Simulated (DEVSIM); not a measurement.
Device: abrupt GaAs n-p junction, at 300 K.

```csv
layer (left to right),material,thickness (μm),Nd (cm⁻³),Na (cm⁻³),τn (s),τp (s)
1,GaAs,7.00,2.1e17,-,4.1e-9,4.1e-9
2,GaAs,7.90,-,2.2e16,4.1e-9,4.1e-9
```

Left contact: ohmic. Right contact: ohmic. Voltage is applied to the left contact. Recombination: SRH at mid-gap. Mobility is constant in doping.

Constants are typed, rounded textbook-type inputs, not results; the design itself was drawn at random and stands for no fabricated device. Values at 300 K.

```csv
parameter,GaAs
gap (eV),1.424
affinity (eV),4.07
permittivity,12.9
Nc (cm⁻³),4.7e17
Nv (cm⁻³),9e18
μn (cm²/Vs),8500
μp (cm²/Vs),400
```

DEVSIM, 1D drift-diffusion, Boltzmann statistics, complete ionisation; no tunnelling, impact ionisation, image-force lowering or self-heating.

The thickness of layer 2 was swept, all else fixed.

```
thickness of layer 2 (μm)  dark forward voltage at 1 A/cm² (V)  dark forward voltage at 100 A/cm² (V)
-------------------------  -----------------------------------  -------------------------------------
1.6                                                      0.967                                  1.088
2.8                                                      0.982                                  1.103
4.7                                                      0.994                                  1.118
7.9                                                          …                                      …
13                                                       1.011                                  1.155
24                                                       1.015                                  1.207
40                                                       1.017                                  1.298
```

Task: Fill in the missing entries.

Result: 
- 7.9, dark forward voltage at 1 A/cm² (V): 1.004
- 7.9, dark forward voltage at 100 A/cm² (V): 1.134
